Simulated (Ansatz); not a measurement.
This Ansatz (a quantum-chemistry and plane-wave program) input is the reference run, Ga$_{2}$Pt (space group Fm-3m, No. 225), computed with PBEsol (Ansatz), no spin-orbit coupling:

Ansatz 0.2 input:
```yaml
crystal:
  lattice:
    - [0, 2.960435876, 2.960435876]
    - [2.960435876, 0, 2.960435876]
    - [2.960435876, 2.960435876, 0]
  atoms:
    - { symbol: Ga, position: [0.75, 0.75, 0.75] }
    - { symbol: Ga, position: [0.25, 0.25, 0.25] }
    - { symbol: Pt, position: [0, 0, 0] }
basis: { ecutwfc: 420, ecutrho_ratio: 4, xc_grid: 2, fft_grid_basis: typed }
kpoints: { mp_grid: { grid: [14, 14, 14] } }
hamiltonian:
  xc: pbesol
  dispersion: none
  pseudopotentials: { kind: paw }
scf: { occupations: { method: fermi_dirac, width: 0.05 }, convergence: { dr2_threshold: 0.0000000003 } }
output: { forces: true, stress: true }
checkpoint: { write: state.ck, write_every: 1000 }
```

Task: Write the input for this change: a free-standing slab of 6 layers (18 atoms, 3 a layer) is cut normal to [111], with 15 Å of vacuum and the in-plane cell held at bulk.

Result: 
Ansatz 0.2 input:
```yaml
crystal:
  lattice:
    - [4.1866885664, 0, 0]
    - [2.0933442832, 3.6257786562, 0]
    - [0, 0, 33.8012929492]
  atoms:
    - { symbol: Ga, position: [0.6666666667, 0.1666666667, 0.2218850034] }
    - { symbol: Pt, position: [0.3333333333, -0.1666666667, 0.2471681849] }
    - { symbol: Ga, position: [1, 0.5, 0.2724513664] }
    - { symbol: Ga, position: [1.3333333333, -0.1666666667, 0.3230177294] }
    - { symbol: Pt, position: [1, -0.5, 0.3483009109] }
    - { symbol: Ga, position: [1.6666666667, 0.1666666667, 0.3735840924] }
    - { symbol: Ga, position: [2, -0.5, 0.4241504555] }
    - { symbol: Pt, position: [1.6666666667, -0.8333333333, 0.449433637] }
    - { symbol: Ga, position: [2.3333333333, -0.1666666667, 0.4747168185] }
    - { symbol: Ga, position: [2.6666666667, -0.8333333333, 0.5252831815] }
    - { symbol: Pt, position: [2.3333333333, -1.1666666667, 0.550566363] }
    - { symbol: Ga, position: [3, -0.5, 0.5758495445] }
    - { symbol: Ga, position: [3.3333333333, -1.1666666667, 0.6264159076] }
    - { symbol: Pt, position: [3, -1.5, 0.6516990891] }
    - { symbol: Ga, position: [3.6666666667, -0.8333333333, 0.6769822706] }
    - { symbol: Ga, position: [4, -1.5, 0.7275486336] }
    - { symbol: Pt, position: [3.6666666667, -1.8333333333, 0.7528318151] }
    - { symbol: Ga, position: [4.3333333333, -1.1666666667, 0.7781149966] }
basis: { ecutwfc: 420, ecutrho_ratio: 4, xc_grid: 2, fft_grid_basis: typed }
kpoints: { mp_grid: { grid: [13, 13, 1] } }
hamiltonian:
  xc: pbesol
  dispersion: none
  pseudopotentials: { kind: paw }
scf: { occupations: { method: fermi_dirac, width: 0.05 }, convergence: { dr2_threshold: 0.0000000018 } }
relax: { f_tol: 0.01, max_steps: 50 }
output: { forces: true, stress: true }
checkpoint: { write: state.ck, write_every: 1000 }
```
This is the input that was run; other choices of cell and start would serve too.

No phonon test of stability was made. All final runs are without spin polarisation.
